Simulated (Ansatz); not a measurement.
Effect of tensor shear ε_xz = −0.35 % on Bi

The reference is Bi (space group R-3m, No. 166; a = 4.472 Å, c = 11.265 Å (hexagonal axes); relaxed with 0.1 eV smearing). Axes: x lies along a and z along c of the hexagonal cell.

One thing is altered: a pure shear with ε_xz = ε_zx = -0.0035; the atoms relax in the strained cell.

Calculations: PBEsol-D3(BJ) (Ansatz, a quantum-chemistry and plane-wave program, PAW, scalar-relativistic without spin-orbit coupling). k-mesh 16×16×16 (Γ-centred); smearing 0.1 eV (Fermi–Dirac).

| quantity | base | changed | shift |
|---|---|---|---|
| volume per atom | 32.52 Å³ | 32.52 Å³ | 0.00 Å³ |
| space group | R-3m (No. 166) | P-1 (No. 2) | – |
| shortest interatomic distance | 306.7 pm | 305.7 pm | -1.0 pm |
| energy relative to the base (free energy F) | 0 meV/atom | +0.1 meV/atom | +0.1 meV/atom |
| band gap | zero | zero | – |
| stress (xx, yy, zz, yz, xz, xy; compression positive) | – | (0.0, 0.0, 0.0, 0.0, 0.1, -0.1) GPa | – |

Cost of the whole job for the changed cell (relaxation, final SCF and bands): about 6 core-minutes (a rough figure).

Spin-orbit coupling, missing from the scalar runs, can matter with Bi. Stability against distortions was not tested.
